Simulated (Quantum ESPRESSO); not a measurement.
**Short convergence ladders for CdInS2 (P3m1, 4 atoms in the cell)**

```
CdInS2
1.0
    3.88111     0.00000     0.00000
   -1.94055     3.36114     0.00000
    0.00000     0.00000     6.83096
Cd In S
1 1 2
Direct
  0.00000   0.00000   0.00732
  0.00000   0.00000   0.50000
  0.66667   0.33333   0.75505
  0.33333   0.66667   0.24495
```

Base method: LDA (PZ), GBRV 1.5 ultrasoft (LDA) pseudopotentials (plane waves; Quantum ESPRESSO).

Base settings: ecutwfc = 40 Ry; ecutrho = 200 Ry; occupations = smearing; smearing = fd; degauss = 0.0073499 Ry; potentials = {Cd: cd_lda_v1.uspp.F.UPF, In: in_lda_v1.4.uspp.F.UPF, S: s_lda_v1.4.uspp.F.UPF}; K_POINTS = automatic 4 4 2 0 0 0; conv_thr = 1e-11 Ry; mixing_beta = 0.3.

The count of work is k-points × plane waves × bands × iterations; it is no time. Core times come from one kind of shared machine, to one figure; runs under 30 s give none.

**The cutoff for other potential files**

Level: DFT, LDA (PZ), plane waves, PSlibrary ultrasoft (LDA, semicore) pseudopotentials.

In this ladder: pseudopotentials = {Cd: Cd.pz-spn-rrkjus_psl.1.0.0.UPF, In: In.pz-dn-rrkjus_psl.1.0.0.UPF, S: S.pz-n-rrkjus_psl.1.0.0.UPF}. Moved along: ecutrho.

The second cell is the first with its lattice scaled by 0.98.

The mesh stays at the base's, so the ladder's end is converged at best in this setting alone.

Only quantities that move along the ladder and can be compared are tabulated.

```csv
ecutwfc,free energy less the last step's (meV/atom),energy of the compressed cell less the first (meV/atom),pressure (GPa),largest difference of a force vector from the last step's (eV/Å),count of work / last,core time / last (rough)
34 Ry,1975.37,-68.82,-64.28,0.018,0.12,–
41 Ry,590.30,-32.21,-24.96,0.008,0.14,–
52 Ry,94.26,-34.38,-10.02,0.002,0.21,0.2
64 Ry,20.77,-35.59,-6.20,0.001,0.28,0.3
75 Ry,18.13,-35.64,-6.10,0.001,0.35,0.4
90 Ry,7.96,-35.67,-6.24,0.000,0.47,0.5
112 Ry,1.64,-35.66,-6.00,0.000,0.65,0.8
150 Ry,0.00,-35.67,-5.99,0.000,1.0,1
```

Coarsest ecutwfc that holds the free energy within 5 meV/atom of the last step, with all finer ones: 112 Ry; the step before is off by 8.0 meV/atom.

Coarsest ecutwfc that holds the forces within 0.005 eV/Å of the last step, with all finer ones: 52 Ry, at 0.21 of the last step's count of work and about 0.2 of the last step's time; the step before is off by 0.008 eV/Å.

Coarsest ecutwfc that holds the energy of the compressed cell less the first within 1 meV/atom of the last step, with all finer ones: 64 Ry, at 0.28 of the last step's count of work and about 0.3 of the last step's time; the step before is off by 1.3 meV/atom.

At the lowest cutoff the pressure lies 58.3 GPa under the last step's, the usual sign of Pulay stress in an incomplete plane-wave basis.

**The density cutoff**

The mesh stays at the base's, so the ladder's end is converged at best in this setting alone.

Only quantities that move along the ladder and can be compared are tabulated.

| ecutrho | free energy less the last step's (meV/atom) | pressure (GPa) | core time / last (rough) |
|---|---|---|---|
| 80 Ry | -4.85 | -6.08 | – |
| 120 Ry | -0.20 | -6.44 | – |
| 160 Ry | 0.05 | -6.43 | – |
| 200 Ry | 0.01 | -6.44 | – |
| 240 Ry | -0.03 | -6.43 | – |
| 320 Ry | 0.01 | -6.44 | – |
| 400 Ry | -0.01 | -6.43 | 0.5 |
| 480 Ry | -0.01 | -6.44 | 0.5 |
| 640 Ry | 0.00 | -6.43 | 1 |

Coarsest ecutrho that holds the free energy within 0.5 meV/atom of the last step, with all finer ones: 120 Ry; the step before is off by 4.8 meV/atom.

Coarsest ecutrho that holds the pressure within 0.1 GPa of the last step, with all finer ones: 120 Ry; the step before is off by 0.36 GPa.

On the base run: the starting cell comes from a database of computed structures (which also holds hypothetical and non-ambient phases and stackings), without a prior relaxation at this level. Its lattice was rescaled by up to half a per cent. One atom was moved a little off its site on purpose. In the base run, with a pressure of about -6 GPa the cell is away from its equilibrium volume at this level. Without a gap this mesh is coarse (it stands for a supercell whose shortest vector is 14 Å).
